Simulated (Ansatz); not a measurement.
## Effective masses and thermopower of CdTe (I-4m2)

Data:

```
CELL_PARAMETERS angstrom
      0.00000     3.10791     3.61492
      3.10791     0.00000     3.61492
      3.10791     3.10791     0.00000
ATOMIC_POSITIONS crystal
  Cd 0.00000 0.00000 0.00000
  Te 0.25000 0.25000 0.25000
```

All values below come from r2SCAN with spin-orbit coupling, rigid bands (plane waves, PAW; Ansatz, an electronic-structure program). Condition of this run: uniaxial stress along [001] of -3.5 GPa (compression positive) (the target of the relaxation). Geometry: cell and atoms relaxed with PBEsol, then loaded as said.

```
Quantity                                                                   Value
--------------------------------------------  ----------------------------------
band gap                                                                 0.61 eV
electron conductivity mass (300 K, dilute)    0.082 (x), 0.082 (y), 0.093 (z) mₑ
hole conductivity mass (300 K, dilute)         0.186 (x), 0.186 (y), 0.63 (z) mₑ
effective density of states N_c (300 K)                              5.8e17 cm⁻³
effective density of states N_v (300 K)                              2.8e18 cm⁻³
density-of-states mass, electrons                                       0.081 mₑ
density-of-states mass, holes                                            0.23 mₑ
Seebeck coefficient, n-type 1e19 cm⁻³, 300 K                            -58 μV/K
Seebeck coefficient, p-type 1e19 cm⁻³, 300 K                            151 μV/K
```

Rigid bands; masses and Seebeck coefficients take one relaxation time τ for all states and one kind of carrier; polarons and phonon drag are left out. Geometry: cell and atoms relaxed with PBEsol.
